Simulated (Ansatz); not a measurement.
Take PbSe in the rock salt structure (space group Fm-3m, No. 225; a = 6.217 Å) as the base.

Calculations: Kohn–Sham DFT with the PBE functional, run in Ansatz (a quantum-chemistry and plane-wave program) with PAW and 420 eV plane waves, scalar-relativistic without spin-orbit coupling.

One change was made to it. Results:

The band gap becomes zero (base: 0.43 eV); the density goes up by 4.71 g/cm³ (7.91 g/cm³ → 12.62 g/cm³).

Q: Which change produced these results?
A. pressure 18 GPa
B. pressure −1 GPa
C. pressure 4.2 GPa
D. pressure 60 GPa

A: D, pressure 60 GPa. For comparison, the density in the other runs: pressure −1 GPa gives 7.73 g/cm³; pressure 4.2 GPa gives 8.53 g/cm³; pressure 18 GPa gives 9.98 g/cm³.

The mesh was chosen for an insulator and is coarse for the gapless case. Spin-orbit coupling, missing from the scalar runs, can matter with Pb. Load acts through the strain it causes; cell and atoms are relaxed under it. No phonon test of stability was made. No other phases were tried under pressure. All final runs are without spin polarisation. Gaps under 0.05 eV, about the width of the smearing, are given as zero. The zero or small gap of PbSe under pressure 60 GPa, PbSe under pressure 4.2 GPa and PbSe under pressure 18 GPa can change with the level of theory.
